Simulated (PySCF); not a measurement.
PySCF 2.14.0, WB97X/def2-svp, df: [O]=[Ca], 2 atoms. The geometry is a generated start, not checked to be a minimum at this level.

```json
{
 "task": "energy",
 "method": "wb97x",
 "basis": "def2-svp",
 "two_electron_scheme": "density fitting",
 "mol.max_memory": "3000 MB",
 "mf.max_cycle": "100",
 "mf.conv_tol": "1e-09 (default)",
 "mf.grids.level": "3 (default)",
 "basis_functions": "38",
 "grid_points": "34512"
}
```

```xyz
2

Ca     0.0271    -0.0147    -0.9216
O     -0.0271     0.0147     0.9216
```

With the defaults (mf.init_guess = minao, mf.DIIS = CDIIS, mf.diis = true, mf.level_shift = 0, mf.diis_space = 8) it converges in 15 Fock builds. One run each on 2 threads, 1 BLAS thread, with these changes:
- mf.DIIS = EDIIS
- mf.init_guess = 1e
- mf.diis_space = 12
- mf.init_guess = atom
- mf.init_guess = sap
- mf.diis = false
- mf.DIIS = ADIIS
- mf.level_shift = 0.1 Hartree
- mf.init_guess = huckel

Name the settings that don't reach the solution of the defaults.

No convergence: mf.init_guess = 1e; mf.DIIS = EDIIS; mf.diis = false (the run ends without SCF convergence in 100 cycles). The rest reach the solution of the defaults.

| setting | Fock builds | end |
|---|---|---|
| the defaults | 15 | same solution |
| mf.init_guess = atom | 15 | same solution |
| mf.diis_space = 12 | 15 | same solution |
| mf.init_guess = sap | 16 | same solution |
| mf.init_guess = huckel | 17 | same solution |
| mf.level_shift = 0.1 Hartree | 18 | same solution |
| mf.DIIS = ADIIS | 35 | same solution |
| mf.init_guess = 1e | 101 | no convergence |
| mf.DIIS = EDIIS | 101 | no convergence |
| mf.diis = false | 101 | no convergence |
